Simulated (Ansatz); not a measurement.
The reference is PbS in the rock salt structure (space group Fm-3m, No. 225; a = 5.9027 Å).

Method: PBEsol (Ansatz, a first-principles code, PAW, no spin-orbit coupling).

Before the change:

| Quantity | Result |
|---|---|
| Pressure | 0.0 GPa |

Modification: an isotropic linear strain of −4.22 %, atoms relaxed at fixed cell.

Question: Predict the new energy relative to the base and pressure.

Answer: The energy increases by 88 meV/atom; the pressure goes from zero to 10.1 GPa.

Stability against distortions was not tested. The base started in P3_121 and relaxed to Fm-3m at this level. The final runs are not spin-polarised. Gaps under 0.05 eV, about the width of the smearing, are given as zero.
